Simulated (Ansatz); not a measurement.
Symmetric slabs, relaxed from ideal cuts in 1x1 cells, of elemental solids: work function (eV) by functional, in Ansatz (plane waves, PAW). All structures are PBE's; the other columns are single points with references at the same level. No spin-orbit coupling, Hubbard U or dispersion. The rows are a random draw from the class, without slabs that broke up, higher cuts of a face and adsorbates that left their site.

| system | PBE (eV) | r2SCAN (eV) |
|---|---|---|
| hcp Zr (32-51), ideal cut with outer spacing 0.11 Å | 3.28 | 3.26 |
| hcp Tl (31-40), ideal cut with outer spacing 0.57 Å | 3.54 | 3.56 |
| hcp Re (31-43), ideal cut with outer spacing 0.10 Å | 4.68 | 4.73 |
| hcp Zn (30-31), ideal cut with outer spacing 0.38 Å | 4.10 | ? |
| hcp Y (30-31), ideal cut with outer spacing 0.52 Å | 3.20 | 3.27 |
| hcp Cd (10-13), ideal cut with outer spacing 1.29 Å | 3.93 | 3.97 |
| hcp Sc (21-32), ideal cut with outer spacing 0.67 Å | 3.13 | 3.16 |
| hcp Sc (31-41), ideal cut with outer spacing 0.13 Å | 3.18 | 3.22 |

Task: Fit a straight line y = a·x + b by least squares to the 7 complete rows (x: PBE (eV); y: r2SCAN (eV)).

Result: the means are x̄ = 3.5629 and ȳ = 3.5957; Σ(x − x̄)² = 1.9289 and Σ(x − x̄)(y − ȳ) = 1.9510, so a = 1.011 and b = ȳ − a·x̄ = -0.008. The largest residual is 0.050.

Task: What does the line predict for the withheld row, hcp Zn (30-31), ideal cut with outer spacing 0.38 Å, and what did the calculation give?

Result: the line gives 4.14; the calculation gave 4.20, a miss of 0.06, larger than any residual of the fitted rows.

Ansatz is a first-principles code.
